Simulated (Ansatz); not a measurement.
AlHO2 under a change: pressure 1.5 GPa

Base system: AlHO₂ (space group Cmc2_1, No. 36; a = 2.869 Å, b = 11.883 Å, c = 3.715 Å; layered, stacked along the Cartesian x axis).

One thing is altered: a hydrostatic pressure of 1.5 GPa.

Level of theory: PBEsol in Ansatz (plane waves to 420 eV, PAW, no spin-orbit coupling). Γ-centred 12×12×9 mesh, Fermi–Dirac width 0.05 eV.

The shortest interatomic distance grows by 0.004 Å (1.020 Å → 1.024 Å) and the enthalpy H = E + PV relative to the base's energy is +0.07 eV/atom. The band gap increases by 0.11 eV to 5.51 eV (an upper bound: an edge found on the path is not a true extremum; the changed cell).

Final structure:

```xyz
8
Lattice="1.4296 -5.8926 0.0000 1.4296 5.8926 0.0000 0.0000 0.0000 3.7093" Properties=species:S:1:pos:R:3 pbc="T T T"
Al     1.4296     2.1202     2.7879
Al     1.4296    -2.1202     0.9332
H      1.4296    -5.7052     2.0513
H      1.4296     5.7052     0.1966
O      1.4296    -2.4505     2.7862
O      1.4296     2.4505     0.9316
O      1.4296    -5.0088     2.8025
O      1.4296     5.0088     0.9478
```

Cost of the whole job for the changed cell (relaxation, final SCF and bands): about 2.8 core-minutes (a rough figure).

Load acts through the strain it causes; cell and atoms are relaxed under it. Stability against distortions was not tested. No dispersion term is included in the PBEsol runs.

Ansatz is a first-principles code.
